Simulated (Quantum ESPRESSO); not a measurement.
Input and output of a self-consistent single point for CrBW (Fmmm, 6 atoms in the cell) (Quantum ESPRESSO).

Method of the run: PBEsol, SSSP 1.1.2 efficiency (PBE) pseudopotentials (plane waves; Quantum ESPRESSO).

```
CrBW
1.0
    2.29214     0.00000     3.84467
    2.29214     3.79225     0.00000
    0.00000     3.79225     3.84467
Cr B W
2 2 2
Direct
  0.67107   0.32893   0.32893
  0.32893   0.67107   0.67107
  0.75000   0.75000   0.75000
  0.25000   0.25000   0.25000
  0.83430   0.16570   0.83430
  0.16570   0.83430   0.16570
```

Reference input (self-consistent single point, DFT, LDA (PZ), plane waves, GBRV 1.5 ultrasoft (LDA) pseudopotentials): ecutwfc = 50 Ry; ecutrho = 400 Ry; occupations = smearing; smearing = fd; degauss = 0.0073499 Ry; potentials = {Cr: cr_lda_v1.5.uspp.F.UPF, B: b_lda_v1.4.uspp.F.UPF, W: w_lda_v1.2.uspp.F.UPF}; K_POINTS = automatic 6 6 6 0 0 0; conv_thr = 1e-10 Ry. This run's input differs from it in these lines:

```diff
@@ -20,2 +20,3 @@
   degauss = 0.0073499,
+  input_dft = 'pbesol',
 /
@@ -25,5 +26,5 @@
 ATOMIC_SPECIES
-Cr    51.9961  cr_lda_v1.5.uspp.F.UPF
-B     10.8100  b_lda_v1.4.uspp.F.UPF
-W    183.8400  w_lda_v1.2.uspp.F.UPF
+Cr    51.9961  cr_pbe_v1.5.uspp.F.UPF
+B     10.8100  b_pbe_v1.4.uspp.F.UPF
+W    183.8400  W_pbe_v1.2.uspp.F.UPF
 ATOMIC_POSITIONS crystal
```

Output, abridged:

```
     Self-consistent Calculation

     iteration #  1     ecut=    50.00 Ry     beta= 0.70

     negative rho (up, down):  1.311E-01 0.000E+00

     total energy              =    -679.82535126 Ry
     estimated scf accuracy    <       2.56264933 Ry

     iteration #  2     ecut=    50.00 Ry     beta= 0.70

     negative rho (up, down):  1.296E-01 0.000E+00

     total energy              =    -677.43689814 Ry
     estimated scf accuracy    <      19.60240211 Ry

     iteration #  3     ecut=    50.00 Ry     beta= 0.70

     negative rho (up, down):  1.340E-01 0.000E+00

     total energy              =    -679.92610923 Ry
     estimated scf accuracy    <      15.28691000 Ry

   [... 12 blocks of this kind left out ...]

     iteration # 16     ecut=    50.00 Ry     beta= 0.70

     negative rho (up, down):  1.356E-01 0.000E+00

     total energy              =    -681.06848507 Ry
     estimated scf accuracy    <          1.7E-10 Ry

     iteration # 17     ecut=    50.00 Ry     beta= 0.70

     negative rho (up, down):  1.356E-01 0.000E+00
     End of self-consistent calculation

     the Fermi energy is    19.5367 ev

!    total energy              =    -681.06848507 Ry
     estimated scf accuracy    <          1.5E-11 Ry
     smearing contrib. (-TS)   =      -0.01185618 Ry
     internal energy E=F+TS    =    -681.05662889 Ry

     convergence has been achieved in  17 iterations

     negative rho (up, down):  1.356E-01 0.000E+00

     Forces acting on atoms (cartesian axes, Ry/au):

     atom    1 type  1   force =    -0.00000000   -0.01042540    0.00000000
     atom    2 type  1   force =     0.00000000    0.01042540    0.00000000
     atom    3 type  2   force =     0.00000000    0.00000000    0.00000000
     atom    4 type  2   force =     0.00000000    0.00000000    0.00000000
     atom    5 type  3   force =    -0.00000000    0.00000000   -0.00768614
   [... lines left out ...]
     Total force =     0.018318     Total SCF correction =     0.000003
   [... lines left out ...]

     negative rho (up, down):  1.356E-01 0.000E+00
          total   stress  (Ry/bohr**3)                   (kbar)     P=      -83.22
  -0.00059368  -0.00000000   0.00000000          -87.33       -0.00        0.00
   0.00000000  -0.00053130   0.00000000            0.00      -78.16        0.00
   0.00000000   0.00000000  -0.00057224            0.00        0.00      -84.18

   JOB DONE.
```

The run converged in 17 iterations. Against the reference run the pressure goes from -14.09 to -8.32 GPa and the largest force goes from 0.308 to 0.268 eV/Å.

The starting cell comes from a database of computed structures (which also holds hypothetical and non-ambient phases and stackings), without a prior relaxation at this level. Spin polarisation is off. With a pressure of about -8 GPa the cell is away from its equilibrium volume at this level.

Cost on one core of a shared machine: roughly 2 min.
